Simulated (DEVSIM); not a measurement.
System: Co/Al2O3/p-Si capacitor, at 450 K.

| layer (left to right) | material | thickness (nm) | Na (cm⁻³) |
|---|---|---|---|
| 1 | Al2O3 | 3.10 | - |
| 2 | Si | 3700 | 2.4e16 |

Metal gate on the left, work function 5 eV. Fixed charge at the semiconductor interface 1.9e11 cm⁻² (in units of +e); no interface traps.

Constants are typed, rounded textbook-type inputs, not results; the design itself was drawn at random and stands for no fabricated device. Values at 300 K; Nc and Nv go as T^1.5, mobilities as T to minus their exponent, the gap by Varshni's rule with the affinity fixed.

```csv
parameter,Al2O3,Si
gap (eV),6.8,1.124
affinity (eV),1.35,4.05
permittivity,9,11.7
Nc (cm⁻³),-,2.86e19
Nv (cm⁻³),-,3.1e19
Varshni α (eV/K),-,0.000473
Varshni β (K),-,636
```

DEVSIM, 1D Poisson equation in equilibrium, Boltzmann statistics, complete ionisation; no quantum confinement or tunnelling. Metal contacts follow the ideal Schottky-Mott rule: no Fermi-level pinning, no interface dipoles.

**Question.** Tabulate band edges, carrier densities and field at 0.5 V on the gate.

**Answer.** Energies count from the Fermi level of the right contact; mesh points crowd at the junctions.

```csv
x (μm),Ec (eV),Ev (eV),n (cm⁻³),p (cm⁻³),field (V/cm)
0.000,3.150,-3.650,< 1e2,< 1e2,22000
0.0009558,3.152,-3.648,< 1e2,< 1e2,22000
0.002049,3.154,-3.646,< 1e2,< 1e2,22000
0.003020,3.156,-3.643,< 1e2,< 1e2,22000
0.004837,0.465,-0.617,3.3e14,7.1e12,45000
0.008045,0.479,-0.602,2.3e14,1.0e13,44000
0.01481,0.508,-0.573,1.1e14,2.2e13,42000
0.03630,0.589,-0.492,1.3e13,1.7e14,34000
0.07436,0.691,-0.391,9.7e11,2.4e15,20000
0.1545,0.769,-0.312,1.3e11,1.8e16,3100
0.3235,0.780,-0.301,9.7e10,2.4e16,19
0.8608,0.780,-0.301,9.7e10,2.4e16,≈ 0
1.812,0.780,-0.301,9.7e10,2.4e16,≈ 0
2.796,0.780,-0.301,9.7e10,2.4e16,≈ 0
3.364,0.780,-0.301,9.7e10,2.4e16,≈ 0
3.543,0.780,-0.301,9.7e10,2.4e16,≈ 0
3.628,0.780,-0.301,9.7e10,2.4e16,≈ 0
3.668,0.780,-0.301,9.7e10,2.4e16,≈ 0
3.691,0.780,-0.301,9.7e10,2.4e16,≈ 0
3.698,0.780,-0.301,9.7e10,2.4e16,≈ 0
3.701,0.780,-0.301,9.7e10,2.4e16,≈ 0
3.703,0.780,-0.301,9.7e10,2.4e16,≈ 0
```
